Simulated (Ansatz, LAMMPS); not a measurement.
Ge well of 21 atomic layers along [001] in random Si0.3Ge0.7, interfaces one step of a layer

Cell 17.02 × 17.02 × 68.90 Å, Si143Ge721, 864 atoms. Prepared with Tersoff's 1989 multicomponent potential (SiCGe.tersoff) in LAMMPS: minimisation. 

These are PBE, support functions at accuracy medium on the grid of 370 eV (norm-conserving potentials; Ansatz, a program for electronic structure) values and carry that method's errors.

Basis: localised support functions (accuracy medium) on a full density matrix. k-points: zone centre alone; occupations: Fermi-Dirac, 0.010 eV; spin polarisation not allowed. Scalar-relativistic, no spin-orbit coupling.

| Item | Value |
|---|---|
| electronic character of the cell | no gap resolved at this smearing |
| coordination (neighbours within 2.963 Å) | 100.0 % 4-fold |
| Ge-Ge bonds, mean ± spread | 2.482 ± 0.006 Å |
| Ge-Si bonds, mean ± spread | 2.437 ± 0.008 Å |
| Si-Si bonds, mean ± spread | 2.390 ± 0.007 Å |
| bond angles, mean ± spread | 109.5° ± 1.1° |
| pressure | 0.36 GPa |
| cost of the final run | very roughly 70 core-minutes, 12 SCF iterations, 17 GiB |
